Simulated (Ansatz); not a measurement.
# MgTe: biaxial strain −3.00 %, plane normal [001], relaxed out of plane

Start from MgTe in the wurtzite structure (space group P6_3mc, No. 186; a = 4.5089 Å, c = 7.3377 Å). Axes: x lies along a and z along c of the hexagonal cell.

One thing is altered: compressive biaxial strain of 3.00 % in the plane normal to [001], as in epitaxy on a mismatched substrate; the out-of-plane cell vector and the atoms relax.

Method: DFT with LDA, PAW potentials and a 420 eV plane-wave cutoff in Ansatz (a quantum-chemistry and plane-wave program), no spin-orbit coupling. k-mesh 9×9×5 (Γ-centred); smearing 0.05 eV (Fermi–Dirac).

```tsv
quantity	base	changed	shift
volume per atom	32.30 Å³	31.22 Å³	-1.08 Å³
space group	P6_3mc (No. 186)	P6_3mc (No. 186)	–
shortest interatomic distance	2.757 Å	2.723 Å	-0.0334 Å
band gap (an upper bound: an edge found on the path is not a true extremum; the base alone)	2.43 eV	2.36 eV	-0.07 eV
out-of-plane strain	–	+2.74 %	–
ratio −ε⊥/ε∥	–	0.91	–
```

With Te present, leaving out spin-orbit coupling can change the band edges. Stability against distortions was not tested.
